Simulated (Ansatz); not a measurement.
Base system: Ag in the fcc (Cu type) structure (space group Fm-3m, No. 225; a = 4.054 Å; relaxed with 0.1 eV smearing).

Calculations: PBEsol (Ansatz, a quantum-chemistry and plane-wave program), no spin-orbit coupling.

For the base:

```
Quantity   Result
--------  -------
Pressure  0.0 GPa
```

The change: every lattice vector is stretched by 2.00 %; the atoms relax in the strained cell.

**Question.** Estimate the effect on the energy relative to the base.

**Answer.** The energy increases by 20 meV/atom.

**Question.** What happens to the pressure?

**Answer.** The pressure goes from zero to -6.0 GPa.

No phonon test of stability was made.
